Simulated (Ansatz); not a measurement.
ZrTiO₄ (model structure, started from the ZrSiO4 type, I4₁/amd, No. 141, 12 atoms in the cell), treated with r²SCAN+rVV10 in Ansatz (plane waves, PAW).

Numerical settings: plane-wave cutoff 560 eV, 8×8×8 k mesh, Fermi–Dirac smearing 0.01 eV, no spin polarisation, scalar-relativistic PAW data made under PBE.

Cell (relaxed at this level):

Space group I4₁/amd, origin choice 1 (No. 141); a = 6.780 Å, b = 6.780 Å, c = 6.388 Å, α = 90.00°, β = 90.00°, γ = 90.00°

```
atom  site  symmetry       x       y       z
----  ----  --------  ------  ------  ------
Zr      4a      -4m2  0.0000  0.0000  0.0000
Ti      4b      -4m2  0.0000  0.0000  0.5000
O      16h       .m.  0.3062  0.0000  0.0582
```
(The calculation used a cell of 12 atoms; values per cell refer to that cell.)

Task: Estimate the band gap that the calculation returns.

Result: 
* **band gap**: 3.94 eV

Note: the relaxation could raise the start's symmetry but not lower it, so the cell can be a saddle point.

Spin–orbit coupling is not included.

A model structure was made by putting elements into a prototype or built by hand; it is no filed structure, need not be a known phase, and can be a saddle point held by its symmetry.

Ansatz is a quantum-chemistry and plane-wave program.
